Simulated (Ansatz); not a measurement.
**PdIn: energy against strain**

PdIn (CsCl type, Pm-3m, 17.132 Å³/atom at rest) under an equal strain ε in the (001) plane with the normal axis free, as in a coherent film. PBEsol in Ansatz, a plane-wave DFT program (PAW, default set), 420 eV, 18×18×18 Γ-centred mesh, Fermi-Dirac smearing 0.10 eV; ions are relaxed within the symmetry of each cell.

Here s stands for strain and y for E less E0.

| strain (%) | E less E0 (meV/atom) |
|---|---|
| -1.50 | 1.45 |
| -1.00 | 0.62 |
| -0.50 | 0.15 |
| 0.00 | 0.00 |
| 0.50 | 0.21 |
| 1.00 | 0.88 |
| 1.50 | 2.03 |
| 3.00 | ? |

Taking a parabola for y over the 7 complete rows: Least squares gives y = -0.014 + 0.1657·s + 0.7771·s². Residuals (row less fit): -0.036, 0.023, 0.053, 0.014, -0.053, -0.049, 0.047; standard error 0.055 (degrees of freedom: 4). Twice the quadratic coefficient over the volume, 2 × 0.7771 meV × 10⁴ × 0.1602 / 17.132 Å³, is twice the biaxial elastic modulus of this plane = 145 ± 5 GPa.

**Question.** What does the fit predict for y at s = 3.00, and how far is the calculated value from it?

**Answer.** y = -0.014 + 0.1657 × 3.0 + 0.7771 × 3.0² = 7.477 meV/atom. The calculation gives 8.41 meV/atom, 0.933 meV/atom above the prediction (11.1 % of the range of y in the table). The row lies outside the fitted rows, so this is an extrapolation. From the scatter of the fitted rows alone, a prediction at this place has a standard error of 0.211 meV/atom, so the miss is 4.4 times that.

One order more, fitted to all 13 runs of the series, follows each within 0.11, so the miss is the next term of a smooth law. In a metal these values are sensitive to mesh and smearing; energies are taken to zero smearing, stresses follow the free energy. Rows are the converged runs of the series near zero and its far end; series whose fitted rows scatter by over a few per cent of the range, as at a crossing or softening among them, aren't shown in this form. Most that stay on the fit to the last digits aren't either.
